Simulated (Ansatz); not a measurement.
Ti on the 1x1 (0001) surface of corundum (cut with top plane Al), one in a 1x1 cell, energies for each (20.0 Å²). Energies are against an atom of hcp Ti, without zero-point or thermal terms; each row is named by its start (#2, #3: further inequivalent places of a kind).

Host crystal: corundum, with a band gap (PBE, scalar-relativistic without spin-orbit coupling).

The numbers are results of PBE (plane waves to 420 eV, PAW; Ansatz, an electronic-structure program), not measurements.

Set-up: 21 atoms, 6.7 Å thick at the start under the adsorbate (thin: gaps and levels are the slab's own); mesh 6x6x1; 0.01 eV smearing; dipole correction on; 9 atoms held, the rest relaxed; each run with such symmetry as its start has; spin-polarised, no spin-orbit, no U, no dispersion correction.

A negative adsorption energy means that the adsorbate is more stable on the surface than in its reference. Starts that drift may end in the same place. Heights count from the host atoms within 0.3 Å of the top one. Moments of ungapped slabs depend on the mesh.

```csv
starting site,E_ads (eV),height (Å),nearest host atom (Å),bonded to,change of the vacuum step (eV),lateral drift (Å),moment (μB)
top Al,4.45,3.14,Al 2.99,Al,-1.26,0.0,3.0
top O,1.55,0.77,O 2.16,4 Al + 3 O,-0.08,1.5,2.0
over Al at depth 1.0 Å,2.21,0.86,O 2.23,4 Al + 3 O,-0.06,0.0,2.0
over Al at depth 1.2 Å,1.55,0.77,O 2.16,4 Al + 3 O,-0.07,0.0,2.0
hollow Al-O-O-O over O at depth 2.3 Å,1.55,0.77,O 2.16,4 Al + 3 O,-0.08,1.6,2.0
hollow Al-O-O-O over O at depth 2.3 Å #2,1.55,0.77,O 2.15,4 Al + 3 O,-0.05,1.7,2.0
bridge O-O (span 2.6 Å),1.55,0.77,O 2.16,4 Al + 3 O,-0.07,0.8,2.0
```
